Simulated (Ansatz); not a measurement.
VBiO4, pressure series

Take VBiO4 (space group I4_1/a, No. 88; a = 5.166 Å, c = 11.779 Å) as the base.

Cell and atoms are relaxed at each pressure.

Calculations: DFT with PBE, PAW potentials and a 420 eV plane-wave cutoff in Ansatz (an electronic-structure program), without spin-orbit coupling, earlier PAW set.

Candidates:
(a) pressure −2 GPa
(b) pressure 4.2 GPa
(c) pressure 1.8 GPa
(d) pressure −1 GPa

For the base:

```
Quantity   Result
--------  -------
Band gap  2.26 eV
```

Q: Order them by band gap, highest first.

A: (a) pressure −2 GPa (2.30 eV), (d) pressure −1 GPa (2.28 eV), (c) pressure 1.8 GPa (2.21 eV), (b) pressure 4.2 GPa (2.16 eV)

With Bi present, leaving out spin-orbit coupling can change the band edges. Load acts through the strain it causes; cell and atoms are relaxed under it. Whether these cells are dynamically stable was not tested. Starting moments died away, wholly or in part, for the base; another magnetic solution may exist. The final runs are not spin-polarised.
